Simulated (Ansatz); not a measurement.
## What pressure 2.1 GPa does to Ag

Start from Ag in the fcc (Cu type) structure (space group Fm-3m, No. 225; a = 4.1039 Å).

One thing is altered: cell and atoms relaxed at a pressure of 2.1 GPa.

Computed with r2SCAN (Ansatz, a program for electronic structure), spin-orbit coupling left out. Γ-centred 19×19×19 mesh, Fermi–Dirac width 0.05 eV.

- Density: 10.56 g/cm³ (base 10.37 g/cm³)
- Lattice parameter a: 4.079 Å (base 4.104 Å)
- Shortest interatomic distance: 2.884 Å (base 2.902 Å)
- Enthalpy H = E + PV relative to the base's energy: +0.22 eV/atom
- Band gap: zero (base zero)

Final structure:

```
Ag
1.0
    0.00000     2.03938     2.03938
    2.03938     0.00000     2.03938
    2.03938     2.03938     0.00000
Ag
1
Direct
  0.00000   0.00000   0.00000
```

Load acts through the strain it causes; cell and atoms are relaxed under it. Whether these cells are dynamically stable was not tested.
